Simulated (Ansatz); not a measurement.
Functionals compared on the (100) surface of zinc-blende GaAs in its 1x1 cell (cut with top plane As, bottom plane As), relaxed from an ideal cut (the real face may reconstruct), outermost plane spacing 1.44 Å in the ideal cut (one of several cuts of this face), with 1 As a cell over the bulk's ratio, in Ansatz (plane waves, PAW). The structure was relaxed with PBE; the other rows are single points on it. Cutoff 420 eV (500 eV for r2SCAN).

Set-up: 9 atoms, As5Ga4, 11.5 Å thick at the start; mesh 6x6x1; 0.025 eV smearing; dipole correction on; all atoms relaxed; start symmetry kept, larger cells not searched; spin-polarised from one start with parallel moments (other orders not tried), no spin-orbit, no U. The slab shows no gap on its mesh. The starting moment vanished. These notes are the PBE run's. r2SCAN: The program's check for a lower electronic state was not made.

| functional | work function of the top face (eV) | rough cost of the single point |
|---|---|---|
| PBE | 5.75 | – |
| LDA | 5.95 | very roughly 5 core-minutes |
| PBEsol | 5.78 | about 3 core-minutes (a rough figure) |
| RPBE | 5.67 | about 3 core-minutes (a rough figure) |
| r2SCAN | [?] | around 6 core-minutes (rough) |

**Question.** Fill in the missing entries.

**Answer.** 
- r2SCAN, work function of the top face (eV): 6.02

Ansatz is a program for electronic structure.
